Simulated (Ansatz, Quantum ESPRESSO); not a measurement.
Code comparison for ZrAlCo4 (F-43m, 6 atoms in the cell)

Self-consistent single point, at a second geometry (lattice scaled by 0.98). First geometry:

```
CELL_PARAMETERS angstrom
      0.00000     3.37860     3.37860
      3.37860     0.00000     3.37860
      3.37860     3.37860     0.00000
ATOMIC_POSITIONS crystal
  Zr 0.00000 0.00000 0.00000
  Al 0.75000 0.75000 0.75000
  Co 0.37669 0.37669 0.37669
  Co 0.86993 0.37669 0.37669
  Co 0.37669 0.37669 0.86993
  Co 0.37669 0.86993 0.37669
```
Moments meant for the start (each program seeds them in its own way; μB, in the order of the atoms Zr Al Co Co Co Co): 0.0 0.0 3.0 3.0 3.0 3.0.

Shared settings, as Ansatz (an electronic-structure program) writes them: kpoints.mp_grid.grid = 7 7 7; scf.occupations.method = gaussian; scf.occupations.width = 0.05 eV. Potentials and cutoffs stand in the table.

```tsv
code	model	ΔF from the first geometry (meV/atom)	pressure (GPa)	largest force (eV/Å)	size of the net moment (μB/atom)	cutoff
Ansatz	PBEsol, PAW files made with PBE	-9.0	2.92	0.122	0.05	default
Quantum ESPRESSO	PBEsol, PSlibrary ultrasoft (PBE) pseudopotentials	-2.4	5.28	0.232	0.44	55 Ry
```

The net moments differ, which can mean other magnetic states; other values may part for that reason too.

On Ansatz's run: the moments shrank to a small part of their start, a low-spin state that need not be the lowest. The program warned that a starting moment was not kept.

The spread over the programs that give each value: ΔF from the first geometry within 6.6 meV/atom; pressure within 2.36 GPa; largest force within 0.110 eV/Å; size of the net moment within 0.39 μB/atom.

Ansatz's pressure is given at a fixed set of plane waves, as the other plane-wave codes print theirs; with its correction for the finite basis it is 3.03 GPa.

The starting cell comes from a database of computed structures (which also holds hypothetical and non-ambient phases and stackings), without a prior relaxation at this level. For this run, on top of that: lattice scaled by 0.98.

Keys are those of Ansatz 0.2.
